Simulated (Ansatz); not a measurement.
**ZnSnO3 (space group R-3, No. 148; a cell from a computed database, its experimental status unchecked)**

```xyz
10
Lattice="2.6538 1.5322 4.6750 -2.6538 1.5322 4.6750 0.0000 -3.0644 4.6750" Properties=species:S:1:pos:R:3 pbc="T T T"
Zn     0.0000     0.0000     5.1190
Zn     0.0000     0.0000     8.9061
Sn     0.0000     0.0000     2.0918
Sn     0.0000     0.0000    11.9332
O     -1.0530    -1.5616     5.8606
O      1.0530     1.5616     8.1645
O      1.8789    -0.1312     5.8606
O     -1.8789     0.1312     8.1645
O     -0.8258     1.6928     5.8606
O      0.8258    -1.6928     8.1645
```

Method: plane-wave PAW DFT at the PBEsol level (Ansatz, a quantum-chemistry and plane-wave program, 420 eV), spin-orbit coupling left out. k-mesh 8×8×8 (Γ-centred); smearing 0.05 eV (Fermi–Dirac).

| Property | Value |
|---|---|
| Volume per atom | 11.41 Å³ |
| Density | 6.76 g/cm³ |
| Band gap | 1.44 eV, indirect, k = (0, 0.125, 1/4) in the run's primitive reciprocal basis → Γ |
| Electron mass | 0.19 mₑ |
| Lowest conduction-band minima above the VBM | Γ 1.44 eV |
| Total energy | -2182.684 eV/atom (σ→0; compares only within this code and set-up) |

Effective masses come from finite differences of ±0.01 Å⁻¹. Whether these cells are dynamically stable was not tested.
